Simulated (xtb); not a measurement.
xtb 6.7.1, GFN2-xTB: CC1(C)c2cc(-c3scc4c3OCCO4)ccc2-c2ccc(-c3scc4c3OCCO4)cc21, 55 atoms. The geometry is a generated start, not checked to be a minimum at this level.

| Quantity | Result |
|---|---|
| run flags | --grad |
| method | GFN2-xTB |
| --acc | 1 (default) |
| --etemp (K) | 300 (default) |
| basis functions | 166 |
| valence electrons | 166 |

One run each on 1 thread. Values of broydamp tried: 0.02, 0.05, 0.1, 0.2, 0.4 (default), 0.6, 0.8, 1.

### Question
Predict the course of the SCC iterations along this series.

### Answer
Fewest SCC iterations, within one of each other: 0.2 with 13, 0.4 (default) with 12, 0.6 with 12. The count rises to 20 at 0.02. All converge to one solution.

| broydamp | SCC iterations | end |
|---|---|---|
| 0.02 | 20 | same solution |
| 0.05 | 16 | same solution |
| 0.1 | 15 | same solution |
| 0.2 | 13 | same solution |
| 0.4 (default) | 12 | same solution |
| 0.6 | 12 | same solution |
| 0.8 | 14 | same solution |
| 1 | 14 | same solution |
